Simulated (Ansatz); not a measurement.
System: BeS (model structure, started from the NiAs type, P6₃/mmc, No. 194, 4 atoms in the cell). Method: dielectric-dependent PBEsol hybrid in Ansatz (PAW).

Run with plane-wave cutoff 460 eV, 9×9×6 k mesh (along the axes of the cell as run), Fermi–Dirac smearing 0.01 eV, scalar-relativistic PAW data made under PBE.

Cell (relaxed with PBEsol):

```
BeS
1.0
    3.27121     0.00000     0.00000
   -1.63561     2.83295     0.00000
    0.00000     0.00000     5.20687
Be S
2 2
Cartesian
  0.00000   0.00000   0.00000
  0.00000   0.00000   2.60343
  0.00000   1.88864   1.30172
  1.63561   0.94432   3.90515
```

Predict the band gap.


* **band gap**: 2.04 eV (on the SCF k mesh)

Note: the relaxation could raise the start's symmetry but not lower it, so the cell can be a saddle point; cell and atoms aren't relaxed at this level (pressure -0.2 GPa).

Static lattice: no zero-point or thermal effects.

The result took roughly 2.4 core-minutes.

A model structure was made by putting elements into a prototype or built by hand; it is no filed structure, need not be a known phase, and can be a saddle point held by its symmetry.

Ansatz is a quantum-chemistry and plane-wave program.
